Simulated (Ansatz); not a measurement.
Base system: SrTiO₃ in the cubic perovskite structure (space group Pm-3m, No. 221; a = 3.936 Å).

The values are results of Kohn–Sham DFT with the PBE functional, run in Ansatz (a quantum-chemistry and plane-wave program) with PAW and 420 eV plane waves, no spin-orbit coupling, not measurements.

Before the change:

The gap character is indirect, R → Γ and the pressure comes out as 0.01 GPa. The width of the top valence band is 1.01 eV.

Modification: every lattice vector is stretched by 3.00 %, atoms relaxed at fixed cell.

### Question
What does the calculation give for the energy relative to the base, mean gap deformation potential ΔEg/Δln V, gap character, pressure and width of the top valence band after the change?

### Answer
The energy increases by 47 meV/atom; the mean gap deformation potential ΔEg/Δln V is -2.0 eV; the gap character is still indirect, R → Γ; the pressure drops by 12.433 GPa (0.01 GPa → -12.43 GPa); the width of the top valence band shrinks by 0.03 eV, from 1.01 eV to 0.98 eV.

The cells carry an imposed strain or load. No phonon test of stability was made. All final runs are without spin polarisation. Many cubic perovskites are stable only at high temperature; tilts and polar distortions were not tested.
